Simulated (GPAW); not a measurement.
**Pressure against volume in CsCl-type RuAl (space group 221) (GPAW, LDA)**

```
RuAl
1.0
    2.87371     0.00000     0.00000
    0.00000     2.87371     0.00000
    0.00000     0.00000     2.87371
Al Ru
1 1
Direct
  0.50000   0.50000   0.50000
  0.00000   0.00000   0.00000
```

Level of theory: LDA (Perdew-Wang 92), GPAW PAW datasets LDA (gpaw-data 1.0.1) (plane waves; GPAW). Settings: mode = pw; ecut = 585 eV; xc = LDA; kpts = 20 20 20; mesh shift (steps) = 0 0 0; occupations.name = fermi-dirac; occupations.width = 0.05 eV; nbands = -6; convergence.density = 1e-05 e/electron; symmetry.symmorphic = false; symmetry.tolerance = 0.0005; maxiter = 150. The cell above is the first row's. The rows scale it uniformly. In all rows fractional positions and the k mesh are held.

```
V (Å^3/atom)  P (GPa)
------------  -------
11.866          23.68
12.124          16.88
12.382          10.79
12.640           5.29
12.898           0.35
13.156          -4.01
13.414          -7.96
13.672         -11.53
13.929              ?
```

Fit P of the 8 rows that show it with a cubic. With u = V - 12.8, the rows have u = -0.9340, -0.6760, -0.4180, -0.1600, 0.0980, 0.3560, 0.6140, 0.8720. Least squares gives P = 2.180 - 18.7815·u + 4.0099·u² - 0.5661·u³. Residuals (row less fit): -0.001, -0.004, 0.017, 0.000, -0.027, 0.014, 0.011, -0.006; standard error 0.019 (degrees of freedom: 4). The fitted pressure is zero at V0 = 12.92, where dP/dV = -17.85, so B0 = -V0·dP/dV = 231 GPa.

Problem. What does the fit predict for P at V = 13.929, and how far is the calculated value from it?

Solution. u = 1.1290, so P = 2.180 - 18.7815 × 1.1290 + 4.0099 × 1.1290² - 0.5661 × 1.1290³ = -14.728 GPa. The calculation gives -14.72 GPa, 0.008 GPa above the prediction (under 0.05 % of the range of P in the table). The row lies outside the fitted rows, so this is an extrapolation. From the scatter of the fitted rows alone, a prediction at this place has a standard error of 0.050 GPa, so the miss is 0.2 times that.

Carrying the step between the two nearest rows on in a straight line would have given -15.09, off by 0.37; series whose last step already gives the withheld value aren't shown. The scan was laid around a cell of about the measured size, scaled by a guess for this functional. The runs keep the symmetry of the cell, so they don't test it for distortions. Spin polarisation is off. Cutoffs and mesh are single choices, not tested for convergence of this quantity. Series with a scatter that would blur these digits, or in which a gap closes, are not shown.
